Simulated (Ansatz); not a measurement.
## NiSi2, pressure series

The reference is NiSi₂ (space group Fm-3m, No. 225; a = 5.444 Å; non-magnetic).

Cell and atoms are relaxed at each pressure.

Level of theory: Ansatz (a quantum-chemistry and plane-wave program), PBE, PAW, cutoff 420 eV, no spin-orbit coupling, earlier PAW set.

Notes on the quantities. enthalpy: H = E + PV relative to the base's energy.

```csv
case,volume per atom,enthalpy
base,13.45 Å³,–
pressure −2 GPa,13.64 Å³,-0.17 eV/atom
pressure −1 GPa,13.54 Å³,-0.08 eV/atom
pressure 0.3 GPa,13.42 Å³,+0.03 eV/atom
pressure 0.7 GPa,(withheld),+0.06 eV/atom
pressure 1.5 GPa,13.31 Å³,+0.13 eV/atom
pressure 3 GPa,13.19 Å³,+0.25 eV/atom
pressure 5 GPa,13.03 Å³,+0.41 eV/atom
pressure 7.5 GPa,12.84 Å³,+0.61 eV/atom
pressure 10 GPa,12.67 Å³,+0.81 eV/atom
```

**Question.** Some entries are withheld; estimate them.

**Answer.** 
- pressure 0.7 GPa, volume per atom: 13.38 Å³

Load acts through the strain it causes; cell and atoms are relaxed under it. Whether these cells are dynamically stable was not tested. Competing high-pressure phases were not computed. Starting moments died away, wholly or in part, for the base; another magnetic solution may exist. All final runs are without spin polarisation.
